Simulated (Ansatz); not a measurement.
Abridged Ansatz (a first-principles code) output:

```
Pseudopotential: Zr, paw, valence charge 12
Pseudopotential: Pb, paw, valence charge 14
Pseudopotential: O, paw, valence charge 6
Crystal: 5 atoms, lattice volume = 71.018 Å³
Basis set: ecut = 420 eV, 1357 PW (Γ), exchange–correlation on 60×60×60 points (8 copies of the dense FFT grid, shifted against one another)
Bands: 27, of which v1, the nominal top of the filled ones, is band 22 counted from 1 (21 counted from 0)
Symmetry: 48 space group operations
k-points: 35 of 512
Functional: x = pbesol(κ = 0.804, μ = 0.12345679012345678), c = pbesol(β = 0.046)
SCF iter   1: F=—  HF=-17574.414474 eV  |F-HF|=—  |Δ(HF+E_count)|=         —  Δρ=5.49e-2  dr2=3.89e0  ethr=3.10e-3  ⟨swp⟩=6.3  Hψ=4301  notcnv=0
SCF iter   2: F=—  HF=-17573.561179 eV  |F-HF|=—  |Δ(HF+E_count)|=   8.53e-1  Δρ=3.19e-2  dr2=1.37e0  ethr=3.10e-3  ⟨swp⟩=3.2  Hψ=1928  notcnv=0  defer=29
SCF 1 converged in 9 iterations: F = -17573.071601 eV  dr2 = 6.80e-11
SCF converged after 9 iterations
Free energy (F): -17573.071601 eV
Internal energy: -17573.071601 eV  (E = F + TS)
E sigma→0 (E₀):  -17573.071601 eV
Fermi energy:    10.890710 eV
--- Forces (eV/Å), atoms counted from 1 ---
  atom   1  Zr    -0.00000000    -0.00000000    -0.00000000
  atom   2  Pb     0.00000000     0.00000000    -0.00000000
  atom   3  O      0.00000000    -0.00000000     0.00000000
  atom   4  O      0.00000000     0.00000000     0.00000000
  atom   5  O      0.00000000    -0.00000000     0.00000000
--- Stress (GPa, compression-positive) ---
       -0.004481      -0.000000       0.000000
       -0.000000      -0.004481      -0.000000
        0.000000       0.000000      -0.004481
  P = ⅓ Tr σ = -0.0045 GPa (-0.045 kbar)
```

### Question
What was computed, and what are the main results?

### Answer
PbZrO3, 5 atoms in the cell, with PBEsol, PAW, 420 eV (Ansatz; spin-orbit coupling left out), earlier PAW set. The last SCF converged to F = -17573.071601 eV, or -3514.6143 eV per atom, at a pressure of 0.00 GPa. The total energy compares only with runs of the same code, potentials and settings.

With Pb present, leaving out spin-orbit coupling can change the band edges. Stability against distortions was not tested. The cell is PbZrO$_{3}$ in the cubic perovskite structure (space group Pm-3m, No. 221; a cell from a computed database, its experimental status unchecked). Many cubic perovskites are stable only at high temperature; tilts and polar distortions were not tested.
